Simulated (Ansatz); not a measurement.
Consider a 16-atom supercell of Ge in the diamond structure (space group Fd-3m, No. 227; a = 5.674 Å) at its relaxed geometry.

Level of theory: r2SCAN (Ansatz, an electronic-structure program), spin-orbit coupling left out.

For the base:

| Item | Result |
|---|---|
| Mean distance from the defect site to its nearest host atoms | 2.46 Å |
| Pressure | 0.0 GPa |

It is then changed as follows: a neutral Cd on a Ge site, atoms relaxed at fixed cell, starting from a slightly rattled geometry.

Tabulated Pauling electronegativity and covalent radius: Ge 2.01, 1.20 Å; Cd 1.69, 1.44 Å.

Task: What does the calculation give for the mean distance from the defect site to its nearest host atoms and pressure after the change?

Result: The mean distance from the defect site to its nearest host atoms rises by 0.068 Å to 2.52 Å; the pressure goes from zero to 1.9 GPa.

Other magnetic orders, which the real material may have, were not ruled out. In so small a cell the defect repeats every few ångströms: this is an ordered compound, not a dilute defect. The mesh was chosen for an insulator and is coarse for the gapless case. The defect cell is spin-polarised and ends with 0.3 μB, a fractional moment that hangs on the mesh and smearing.
